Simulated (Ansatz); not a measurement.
F on the 1x1 (0001) surface of hcp Ru, one in a 2x2 cell, energies for each (25.7 Å²). Energies are against ½ F2(g), without zero-point or thermal terms; each row is named by its start.

All values below come from PBE (plane waves to 420 eV, PAW; Ansatz, a first-principles code).

Set-up: 17 atoms, 6.3 Å thick at the start under the adsorbate (thin: gaps and levels are the slab's own); mesh 6x6x1; 0.1 eV smearing; dipole correction on; 8 atoms held, the rest relaxed; each run with such symmetry as its start has; no spin, no spin-orbit, no U, no dispersion correction.

A negative adsorption energy means that the adsorbate is more stable on the surface than in its reference. Heights count from the host atoms within 0.3 Å of the top one.

| starting site | E_ads (eV) | height (Å) | nearest host atom (Å) | bonded to | Δ work function (eV) | lateral drift (Å) |
|---|---|---|---|---|---|---|
| top Ru | … | 1.99 | Ru 1.94 | Ru | … | 0.0 |
| hollow Ru-Ru-Ru | -2.91 | 1.69 | Ru 2.28 | 3 Ru | 0.58 | 0.0 |
| hollow Ru-Ru-Ru over Ru at depth 2.1 Å | -2.82 | 1.69 | Ru 2.28 | 3 Ru | 0.55 | 0.0 |
| bridge Ru-Ru (span 2.7 Å) | -2.91 | 1.69 | Ru 2.28 | 3 Ru | 0.58 | 0.8 |

Question: Some entries are withheld; supply them.

Answer: 
- top Ru, E_ads (eV): -2.77
- top Ru, Δ work function (eV): 1.20
